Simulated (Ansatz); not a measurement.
Take InAgTe₂ in the chalcopyrite structure (space group I-42d, No. 122; a = 6.354 Å, c = 12.637 Å) as the base. Axes: x, y, z lie along a, b, c of the conventional cell.

Level of theory: DFT with LDA, PAW potentials and a 420 eV plane-wave cutoff in Ansatz (a quantum-chemistry and plane-wave program), no spin-orbit coupling.

Base values:

| Item | Value |
|---|---|
| Valley order | Γ 0.04 eV; X (0, 0, 1/2) 0.80 eV; M (1/2, 1/2, 1/2) 1.43 eV |
| Pressure | 0.0 GPa |
| Shortest interatomic distance | 2.709 Å |

Perturbation: a pure shear with ε_xz = ε_zx = 0.0040, atoms relaxed at fixed cell.

Question: Estimate the effect on the valley order.

Answer: The valley order (the lowest conduction-band minima on the path, energy above the VBM, named in the base's zone) changes from Γ 0.04 eV; X (0, 0, 1/2) 0.80 eV; M (1/2, 1/2, 1/2) 1.43 eV to Γ 0.03 eV; X (0, 0, 1/2) 0.77 eV; M (1/2, 1/2, 1/2) 1.42 eV.

Question: How does this affect the pressure?

Answer: The pressure (mean of the normal stresses, compression positive) remains 0.0 GPa.

Question: How does this affect the shortest interatomic distance?

Answer: The shortest interatomic distance stays 2.709 Å.

With Te present, leaving out spin-orbit coupling can change the band edges. The cells carry an imposed strain or load. Stability against distortions was not tested. All final runs are without spin polarisation.
